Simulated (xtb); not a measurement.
xtb 6.7.1, GFN2-xTB: Al(Me)2(OiPr) anion (CC(C)[O][Al]([CH3])[CH3]), charge -1, multiplicity 2, 20 atoms. The geometry is a generated start, not checked to be a minimum at this level.

```
Property                                                                                                        Value
------------------------  -------------------------------------------------------------------------------------------
method                                                                                                       GFN2-xTB
--acc                                                                                                     1 (default)
--etemp (K)                                                                                             300 (default)
detailed input (--input)  none: ANC optimiser, Lindh (1995) Hessian, microcycle=20, maxdispl=1.0, hlow=0.01 (default)
basis functions                                                                                                    47
valence electrons                                                                                                  43
```

```xyz
20

Al    -0.0351     0.5014     1.3545
C     -0.8304    -0.6197     2.8072
H     -1.1308    -1.6104     2.4555
H     -1.7155    -0.1431     3.2361
H     -0.1397    -0.7714     3.6406
C      0.3328     2.4551     1.5694
H      1.2236     2.7675     1.0179
H      0.4754     2.7354     2.6147
H     -0.4927     3.0682     1.1956
O      0.3540    -0.2029    -0.0872
C      0.6017    -0.7626    -1.3406
C      0.5402     0.3201    -2.4171
C     -0.4060    -1.8746    -1.6270
H      1.6150    -1.1937    -1.3244
H     -0.4529     0.7637    -2.4299
H      0.7569    -0.1042    -3.3943
H      1.2645     1.1006    -2.1973
H     -0.3700    -2.6176    -0.8333
H     -1.4100    -1.4567    -1.6644
H     -0.1811    -2.3551    -2.5760
```

Charge -1 and multiplicity 2 are set for this test and not shown to be the ground state. GFN-xTB has no spin term: --uhf 1 sets the occupations alone.

The structure is relaxed from this start with --opt LEVEL for the levels crude, sloppy, loose, lax, normal, tight, vtight, extreme, once each. Up to the end of the extreme run atoms move by at most 0.99 Å along an axis.

Problem. Which level is enough to come within 20 meV of the tightest end point?

Solution. lax: 34 cycles against 55, ending 1.3 meV above.

| level | cycles | energy above the extreme run (meV) | gradient norm (eV/Å) |
|---|---|---|---|
| crude | 5 | 110 | 0.12 |
| sloppy | 6 | 110 | 0.070 |
| loose | 6 | 110 | 0.070 |
| lax | 34 | 1.3 | 0.086 |
| normal | 39 | 0.34 | 0.033 |
| tight | 44 | 0.047 | 0.0100 |
| vtight | 50 | 0.011 | 0.0048 |
| extreme | 55 | — | 0.00087 |
